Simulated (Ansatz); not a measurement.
Start from GaN in the zinc blende structure (space group F-43m, No. 216; a = 4.498 Å). Axes: x, y, z lie along the cube axes.

Calculations: DFT with r2SCAN, PAW potentials and a 500 eV plane-wave cutoff in Ansatz (a quantum-chemistry and plane-wave program), without spin-orbit coupling, earlier PAW set.

Small strains at fixed cell, atoms relaxed; stresses less that of the base, compression positive, in the order xx, yy, zz, yz, xz, xy:

```tsv
strain tensor components (%)	stress (GPa)
0.00, 0.00, -1.02, 0.00, 0.00, 0.00	1.61, 1.61, 2.92, 0.00, 0.00, 0.00
1.25, 0.78, -0.36, -0.16, -0.85, -0.28	-4.03, -3.41, -1.94, 0.48, 2.70, 0.86
```

**Question.** Extract the cubic elastic constants and what follows from them, and test mechanical stability.

**Answer.** With σ_ii = C11 ε_ii + C12 (tr ε − ε_ii) and σ_ij = 2 C44 ε_ij (tension positive), least squares gives C11 ≈ 277 GPa, C12 ≈ 148 GPa and C44 ≈ 157 GPa (good to about 1 GPa or a few per cent; finite strains leave residuals up to 0.1 GPa). Then B = (C11 + 2 C12)/3 ≈ 191 GPa, C′ = (C11 − C12)/2 ≈ 64 GPa and the Zener ratio C44/C′ ≈ 2.4. The Born criteria for a cubic crystal are met. Phonon stability is a separate test, not made here.

Stability against distortions was not tested. This is not the structure that GaN has at room temperature and ambient pressure.
